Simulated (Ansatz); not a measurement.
**Hypothetical NiAs type TlCl: isotropic strain −4.74 %**

Consider TlCl in the NiAs type structure (space group P6_3/mmc, No. 194; a = 4.3469 Å, c = 7.7256 Å; a hypothetical phase, not in the database extracts checked).

It is then changed as follows: the cell is scaled by 0.9526 in all directions, atoms relaxed at fixed cell.

Calculations: PBEsol (Ansatz, a program for electronic structure; PAW; 420 eV plane waves; no spin-orbit coupling). Γ-centred 9×9×5 mesh, Fermi–Dirac width 0.05 eV.

* **Volume per atom**: 27.32 Å³ (base 31.60 Å³)
* **Space group**: P6_3/mmc (No. 194) (base P6_3/mmc (No. 194))
* **Shortest interatomic distance**: 3.017 Å (base 3.167 Å)
* **Energy relative to the base (free energy F)**: +57 meV/atom
* **Pressure (mean of the normal stresses, compression positive)**: 4.94 GPa (base 0.00 GPa)
* **Band gap**: 1.13 eV (base 1.77 eV)
* **Gap character**: direct at Γ (base direct at Γ)
* **Width of the top valence band**: 2.20 eV (base 1.68 eV)
* **Electron mass**: 0.11 mₑ along c, 0.34 mₑ across (at Γ) (base 0.17 mₑ along c, 0.39 mₑ across (at Γ))
* **Hole mass**: 0.12 mₑ along c, 0.49 mₑ across (at Γ) (base 0.21 mₑ along c, 0.58 mₑ across (at Γ))
* **Valence-band top at Γ (three highest levels, from the VBM)**: 0.00, -2.82, -2.82 eV (base 0.00, -2.00, -2.00 eV)

Final structure:

```
TlCl
1.0
    4.14082     0.00000     0.00000
   -2.07041     3.58605     0.00000
    0.00000     0.00000     7.35936
Tl Cl
2 2
Direct
  0.00000   0.00000   0.00000
  0.00000   0.00000   0.50000
  0.33333   0.66667   0.25000
  0.66667   0.33333   0.75000
```

Spin-orbit coupling, missing from the scalar runs, can matter with Tl. Effective masses come from finite differences of ±0.01 Å⁻¹. Whether these cells are dynamically stable was not tested.
